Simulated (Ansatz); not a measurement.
Hypothetical zinc blende BiB: response to strain

Take BiB in the zinc blende structure (space group F-43m, No. 216; a = 5.456 Å; a hypothetical phase, not in the database extracts checked) as the base. Axes: x, y, z lie along the cube axes.

Strains are applied to the cell and any free atomic positions relax; under biaxial strain the out-of-plane vector relaxes too; under stress the whole cell relaxes.

Levels (all Ansatz, a first-principles code, PAW): PBEsol (420 eV, scalar-relativistic without spin-orbit coupling); r2SCAN (500 eV, no SOC); HSE06 (420 eV, no spin-orbit coupling).

Band gaps by level, all at the geometries relaxed with PBEsol:

```tsv
case	PBEsol	r2SCAN	HSE06
base	0.45 eV	0.54 eV	1.01 eV
biaxial strain +1.24 %, plane normal [110], relaxed out of plane	0.20 eV	0.28 eV	0.75 eV
isotropic strain −0.84 %	0.55 eV	0.70 eV	1.12 eV
strain tensor (xx, yy, zz, yz, xz, xy) = (+1.53, −1.96, +0.81, −1.08, +1.68, −0.42) %	zero	0.11 eV	–
tensor shear ε_xz = −2.49 %	zero	0.13 eV	0.54 eV
uniaxial stress, 3 GPa compression along x	0.21 eV	0.39 eV	0.70 eV
```

A biaxial case was relaxed in a doubled cell and then solved in the primitive one. Single points use the geometry relaxed with PBEsol. The hybrid gap comes from the SCF mesh plus the semilocal run's edge points and a few special points and is an upper bound. With Bi present, leaving out spin-orbit coupling can change the band edges. Beyond what the load breaks, stability against distortions was not tested. All final runs are without spin polarisation. Gaps under 0.05 eV, about the width of the smearing, are given as zero. The zero or small gap of BiB under biaxial strain +1.24 %, plane normal [110], relaxed out of plane, BiB under strain tensor (xx, yy, zz, yz, xz, xy) = (+1.53, −1.96, +0.81, −1.08, +1.68, −0.42) %, BiB under tensor shear ε_xz = −2.49 % and BiB under uniaxial stress, 3 GPa compression along x can change with the level of theory.
